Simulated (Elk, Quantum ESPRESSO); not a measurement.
A Quantum ESPRESSO input for a self-consistent single point of TiCo (Pm-3m, 2 atoms in the cell) (DFT, LDA (PZ), plane waves, PSlibrary PAW (LDA) pseudopotentials):

```fortran
&control
  calculation = 'scf'
  outdir = './tmp'
  pseudo_dir = './'
  tprnfor = .true.
  tstress = .true.
/
&system
  ibrav = 0
  nat = 2
  ntyp = 2
  ecutwfc = 60
  ecutrho = 660
  occupations = 'smearing'
  smearing = 'gauss'
  degauss = 0.019992
  nspin = 2
  starting_magnetization(1) = 0.083
  starting_magnetization(2) = 0.333
/
&electrons
  conv_thr = 1.0d-10
  mixing_beta = 0.4
/
ATOMIC_SPECIES
Ti    47.8670  Ti.pz-spn-kjpaw_psl.1.0.0.UPF
Co    58.9332  Co.pz-n-kjpaw_psl.1.0.0.UPF
CELL_PARAMETERS angstrom
   2.9231030000     0.0000000000     0.0000000000
   0.0000000000     2.9231030000     0.0000000000
   0.0000000000     0.0000000000     2.9231030000
ATOMIC_POSITIONS alat
Ti    0.0000000000    0.0000000000    0.0000000000
Co    0.5000000000    0.5000000000    0.5000000000
K_POINTS automatic
15 15 15  0 0 0
```

### Question
Translate this input to Elk.

### Answer
One input that does it (others would too):

```
tasks
  0

xctype
  3

spinpol
  .true.

reducebf
  0.5

tforce
  .true.

rgkmax
  8.0

gmaxvr
  18.0

lmaxapw
  10

lmaxo
  8

nxlo
  2

lorbcnd
  .true.

lradstp
  2

nrmtscf
  2.0

rmtscf
  0.94

lmaxi
  4

nempty
  12

stype
  0

swidth
  0.00999582

avec
    5.5238641041    0.0000000000    0.0000000000
    0.0000000000    5.5238641041    0.0000000000
    0.0000000000    0.0000000000    5.5238641041

sppath
  './'

atoms
  2   : nspecies
  'Ti.in'   : spfname
  1   : natoms; atposl, bfcmt below
  0.0000000000  0.0000000000  0.0000000000    0.0 0.0 -0.25
  'Co.in'   : spfname
  1   : natoms; atposl, bfcmt below
  0.5000000000  0.5000000000  0.5000000000    0.0 0.0 -0.75

ngridk
  15 15 15
```

Basis settings and potentials, where a program has them, do not carry over. This input uses DFT, LDA (PW92), all-electron FP-LAPW, Elk's shipped species files, APW+lo basis with extra local orbitals. LDA parametrisations can differ slightly between programs. Both were run: size of the net moment 0.00 μB/atom in Quantum ESPRESSO and 0.00 in Elk.

On Elk: the starting cell comes from a database of computed structures (which also holds hypothetical and non-ambient phases and stackings), without a prior relaxation at this level. Its lattice was rescaled by a random factor within 2.5 % of one. The starting moments vanished: the run ended non-magnetic, which need not be the lowest state. Values depend on the basis (sphere radii, cutoffs, local orbitals), which need not be converged.

On Quantum ESPRESSO: the starting cell comes from a database of computed structures (which also holds hypothetical and non-ambient phases and stackings), without a prior relaxation at this level. Its lattice was rescaled by a random factor within 2.5 % of one. The starting moments vanished: the run ended non-magnetic, which need not be the lowest state. With a pressure of about -4 GPa the cell is away from its equilibrium volume at this level.
